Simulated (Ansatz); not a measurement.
An Ansatz (a program for electronic structure) run: W with a change (uniaxial strain ε_zz = +1.00 %); plane-wave PAW DFT at the LDA level (Ansatz, 420 eV), no SOC.

Input:

Ansatz 0.2 input:
```yaml
crystal:
  lattice:
    - [-1.5676470016, 1.5676470016, 1.5833234716]
    - [1.5676470016, -1.5676470016, 1.5833234716]
    - [1.5676470016, 1.5676470016, -1.5833234716]
  atoms:
    - { symbol: W, position: [0, 0, 0] }
basis: { ecutwfc: 420, ecutrho_ratio: 4, xc_grid: 2, fft_grid_basis: typed }
kpoints: { mp_grid: { grid: [29, 29, 29] } }
hamiltonian:
  xc: lda
  dispersion: none
  pseudopotentials: { kind: paw }
scf: { occupations: { method: fermi_dirac, width: 0.1 }, convergence: { dr2_threshold: 0.0000000001 } }
relax: { f_tol: 0.005, max_steps: 50 }
output: { forces: true, stress: true }
checkpoint: { write: state.ck, write_every: 1000 }
```

Output (explanatory and most iteration lines left out):

```
Relaxation: its limit of steps is 50 (relax.max_steps)
Pseudopotential: W, paw, valence charge 14
Crystal: 1 atoms, lattice volume = 15.564 Å³
Basis set: ecut = 420 eV, 321 PW (Γ), exchange–correlation on 40×40×40 points (8 copies of the dense FFT grid, shifted against one another)
Bands: 11, of which v1, the nominal top of the filled ones, is band 7 counted from 1 (6 counted from 0)
Symmetry: 16 space group operations
Space group: I4/mmm (ITA 139), of the structure as read, at distance tolerance 2.5e-5 Å
k-points: 1800 of 24389
Functional: x = slater, c = lda
SCF iter   1: F=—  HF=-10129.852419 eV  |F-HF|=—  |Δ(HF+E_count)|=         —  Δρ=4.99e-3  dr2=2.66e-3  ethr=1.77e-3  ⟨swp⟩=5.0  Hψ=104074  notcnv=0
SCF iter   2: F=—  HF=-10129.851302 eV  |F-HF|=—  |Δ(HF+E_count)|=   1.12e-3  Δρ=2.13e-3  dr2=2.56e-4  ethr=1.90e-5  ⟨swp⟩=1.8  Hψ=37720  notcnv=0
SCF 1 converged in 6 iterations: F = -10129.851312 eV  dr2 = 8.46e-12
relax step   1: F+E_penalty+E_count = -10129.85131192 eV  Δ(F+E_penalty+E_count) = +0.000e0 eV  max|allowed force component| = 0.000e0 eV/Å  Δτ_max = 0.0000 Å  (6 SCF iters, accepted)
SCF converged after 6 iterations
Free energy (F): -10129.851312 eV
Internal energy: -10129.834990 eV  (E = F + TS)
E sigma→0 (E₀):  -10129.843151 eV
Entropy (-TS):   -0.016322 eV (-16.322 meV/atom)
Fermi energy:    22.746108 eV
--- Forces (eV/Å), atoms counted from 1 ---
  atom   1  W      0.00000000     0.00000000    -0.00000000
--- Stress (GPa, compression-positive) ---
       -2.158799      -0.000000      -0.000000
       -0.000000      -2.158799      -0.000000
        0.000000       0.000000      -5.437241
  P = ⅓ Tr σ = -3.2516 GPa (-32.516 kbar)
--- Relaxed structure (1 steps of the walk, 1 accepted, 0 SCFs on fresh bases) ---
  atoms:
    - { symbol: W, position: [0.0, 0.0, 0.0] }
```

No phonon test of stability was made. The final runs are not spin-polarised. The cell was made from W in the bcc (W type) structure (space group Im-3m, No. 229) by this change: uniaxial strain ε_zz = +1.00 %.
